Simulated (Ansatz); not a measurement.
Band structure of HfPd (Pm-3m, 2 atoms in the cell).

```
CELL_PARAMETERS angstrom
      3.30558     0.00000     0.00000
      0.00000     3.30558     0.00000
      0.00000     0.00000     3.30558
ATOMIC_POSITIONS crystal
  Hf 0.00000 0.00000 0.00000
  Pd 0.50000 0.50000 0.50000
```

Computed with PBEsol, PAW files made with PBE (plane waves; Ansatz, a quantum-chemistry and plane-wave program).

Settings: basis.ecutwfc = 420 eV; kpoints.mp_grid.grid = 10 10 10; hamiltonian.xc = pbesol; hamiltonian.pseudopotentials = {kind: paw} (the program's default PAW files); scf.occupations.method = gaussian; scf.occupations.width = 0.2 eV; kpoints.band_path.npoints = 8.

The starting cell comes from a database of computed structures (which also holds hypothetical and non-ambient phases and stackings), without a prior relaxation at this level. Spin-orbit coupling is off. Spin polarisation is off.

Levels in eV from the Fermi level, bands 19 to 26:
```json
[
 {"point": "Γ", "19": "-3.32", "20": "-3.32", "21": "-3.32", "22": "0.70", "23": "0.70", "24": "4.44", "25": "4.44", "26": "4.44"},
 {"point": "X", "19": "-3.48", "20": "-3.48", "21": "-2.95", "22": "-1.05", "23": "-0.98", "24": "1.03", "25": "1.03", "26": "3.64"},
 {"point": "M", "19": "-4.23", "20": "-2.30", "21": "-1.19", "22": "0.40", "23": "0.40", "24": "1.28", "25": "3.87", "26": "3.87"},
 {"point": "R", "19": "-2.26", "20": "-2.26", "21": "-2.20", "22": "-2.20", "23": "-2.20", "24": "4.77", "25": "5.43", "26": "5.43"}
]
```

Bands cross the Fermi level along this path, so the cell is metallic at this level.

Keys are those of Ansatz 0.2.
